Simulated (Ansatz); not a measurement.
# Os, pressure series

Consider Os in the hcp (Mg type) structure (space group P6_3/mmc, No. 194; a = 2.729 Å, c = 4.306 Å).

Cell and atoms are relaxed at each pressure.

Method: PBEsol (Ansatz, a first-principles code, PAW, spin-orbit coupling left out).

```json
[
 {"variant": "base", "density": "22.74 g/cm³", "shortest interatomic distance": "2.668 Å"},
 {"variant": "pressure −2 GPa", "density": "22.63 g/cm³", "shortest interatomic distance": "[?]"},
 {"variant": "pressure −1 GPa", "density": "22.69 g/cm³", "shortest interatomic distance": "2.670 Å"},
 {"variant": "pressure 3 GPa", "density": "22.90 g/cm³", "shortest interatomic distance": "2.662 Å"},
 {"variant": "pressure 7 GPa", "density": "23.10 g/cm³", "shortest interatomic distance": "2.655 Å"},
 {"variant": "pressure 15 GPa", "density": "[?]", "shortest interatomic distance": "2.641 Å"},
 {"variant": "pressure 30 GPa", "density": "24.15 g/cm³", "shortest interatomic distance": "2.617 Å"},
 {"variant": "pressure 50 GPa", "density": "24.95 g/cm³", "shortest interatomic distance": "2.590 Å"},
 {"variant": "pressure 75 GPa", "density": "25.86 g/cm³", "shortest interatomic distance": "2.561 Å"},
 {"variant": "pressure 100 GPa", "density": "26.67 g/cm³", "shortest interatomic distance": "2.535 Å"}
]
```

Fill in the withheld entries from the trend.


- pressure −2 GPa, shortest interatomic distance: 2.672 Å
- pressure 15 GPa, density: 23.48 g/cm³

Load acts through the strain it causes; cell and atoms are relaxed under it. Whether these cells are dynamically stable was not tested. No other phases were tried under pressure. The final runs are not spin-polarised.
